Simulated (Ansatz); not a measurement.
Checking a run of Ansatz (an electronic-structure program) on a (101) slab of Ti2B (cut from a parent of space group no. 194; 18 atoms in the cell). The aim is a self-consistent single point with DFT, PBE, plane waves, default PAW files.

Cell that was meant: a = 4.1907 Å, b = 6.6278 Å, c = 18.6441 Å, α = 90.00°, β = 90.00°, γ = 108.43°.

Part of the input:

Ansatz 0.2 input:
```yaml
  xc: pbe
  pseudopotentials: { kind: paw }
scf:
  occupations: { method: fixed }
output:
  forces: true
  eigenvalues: true
```

Log, with long lists cut:

```
   [... lines left out ...]
Symmetry: 2 space group operations
Space group: Cm (ITA 8), of the structure as read, at distance tolerance 7.9e-5 Å
k-points: 4 of 9 (time reversal used)
Initial density: superposition of atomic densities (neutral atoms: chi_scale 0, normalization atom), corrected by the library's trained network
Initial wavefunctions: pseudopotential atomic-orbital guess
Eigensolver: davidson
Functional: x = pbe(κ = 0.804, μ = 0.2195149727645171), c = pbe(β = 0.06672455060314922)
SCF iter   1: F=—  HF=-30926.395574 eV  |F-HF|=—  |Δ(HF+E_count)|=         —  Δρ=2.15e-2  dr2=3.77e1  ethr=1.77e-3  ⟨swp⟩=5.0  Hψ=1428  notcnv=0  defer=61
all-band conjugate gradients solve this SCF's bands
   [... lines left out ...]
WARN: the bands overlap at the fill by count (81 filled at each k-point of a channel) …
SCF 1 converged in 29 iterations: F = -30925.953096 eV  dr2 = 3.75e-8
Free energy (F): -30925.953096 eV
Internal energy: -30925.953096 eV  (E = F + TS)
E sigma→0 (E₀):  -30925.953096 eV
Fermi energy:    4.281319 eV
--- Forces (eV/Å), atoms counted from 1 ---
  atom   1  Ti    -0.00000000     0.08397425    -0.33335816
  atom   2  Ti     0.00000006    -1.38481587     0.11301506
  atom   3  Ti     0.00000001    -0.14496060     0.10567855
  atom   4  Ti    -0.00000004     1.10710196    -0.50162143
  atom   5  Ti     0.00000001    -0.13268239     0.06969577
  atom   6  Ti     0.00000001    -0.25661484     0.20253632
  atom   7  Ti    -0.00000001     0.27451639    -0.18563170
  atom   8  Ti     0.00000000    -0.03084379     0.06103400
   [... lines left out ...]
  atom  18  B     -0.00000002     0.57773040    -2.48117218
--- Stress (GPa, compression-positive) ---
       -6.312254      -0.000000      -0.000000
       -0.000000      -6.192547       0.610198
       -0.000000       0.610198      -3.973444
  P = ⅓ Tr σ = -5.4927 GPa (-54.927 kbar)
  The stress holds the Pulay correction. Without it, at fixed plane waves, as pw.x and ABINIT print it: P = -5.5250 GPa
```

**Question.** Is this run sound? If not, what is wrong?

**Answer.** The run is not sound. The fault is fixed (insulator-type) occupations in a metal. A metal has bands that cross the Fermi level, so filling the same number of bands at every k-point puts electrons into the wrong states. To fix it, use a smearing (or tetrahedra) with enough empty bands. The run converged in 29 iterations without an error; against the sound input the free energy goes up by 6.1 meV/atom and the largest force goes from 2.706 to 2.548 eV/Å. The full log also holds (shortened here): “WARN: iter 1: σ=0 fill of 81 bands saw a band overlap (occupied 4.3669 eV > unoccupied 4.2386 eV) — on an unconverged iterate often a transient of an (band_overlap_at_count)”.

An input that runs soundly differs in these lines (not the only fix; some lines may just follow from the change or write a value another way):
```diff
-  occupations: { method: fixed }
+  occupations: { method: cold, width: 0.1 }
```

With that input, the run converged in 11 iterations: free energy E − TS (on the zero of these files) -30926.0620 eV; Fermi level (on the code's own zero) 4.26 eV; pressure averaged over the cell with its vacuum -5.52 GPa; largest force (vector length) 2.706 eV/Å (DFT, PBE, plane waves, default PAW files).

On the sound input: the starting cell was generated: these elements placed on a structure prototype, without a prior relaxation; it need not be a known phase or ordering of this composition. The slab is cut from that crystal, and its faces are unrelaxed. Spin polarisation is off. The two faces of this cut differ, and no dipole correction was used. Forces in this geometry exceed 1 eV/Å. Without a gap this mesh is coarse (it stands for a supercell whose shortest in-plane vector is 13 Å).
